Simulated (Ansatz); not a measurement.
Functionals compared on H on the 1x1 (0001) surface of hcp Sc, one in a 2x2 cell, started at the site 'bridge Sc-Sc (span 3.3 Å)', in Ansatz (plane waves, PAW). The structure was relaxed with PBE; the other rows are single points on it, each with its references at the same level. Cutoff 420 eV (500 eV for r2SCAN).

Set-up: 17 atoms, 7.6 Å thick at the start under the adsorbate (thin: gaps and levels are the slab's own); mesh 5x5x1; 0.1 eV smearing; dipole correction on; 8 atoms held, the rest relaxed; held to the start's symmetry, so lower structures may exist; no spin, no spin-orbit, no U, no dispersion correction. At the end it is bonded to 3 Sc. In PBE it is, or lies within 0.03 eV of, the lowest of the starts that converged. These notes are the PBE run's. Adsorption energies are against ½ H2(g). A negative adsorption energy means that the adsorbate is more stable on the surface than in its reference.

| functional | adsorption energy (eV) | work function of the top face (eV) | change of the work function (eV) | rough cost of the single point |
|---|---|---|---|---|
| PBE | -1.10 | 3.45 | -0.13 | – |
| RPBE | (withheld) | (withheld) | (withheld) | roughly 90 core-seconds |
| r2SCAN | -1.27 | 3.44 | -0.21 | very roughly 3 core-minutes |

Problem. What belongs in the gaps?

Solution. 
- RPBE, adsorption energy (eV): -1.00
- RPBE, work function of the top face (eV): 3.33
- RPBE, change of the work function (eV): -0.16

Ansatz is an electronic-structure program.
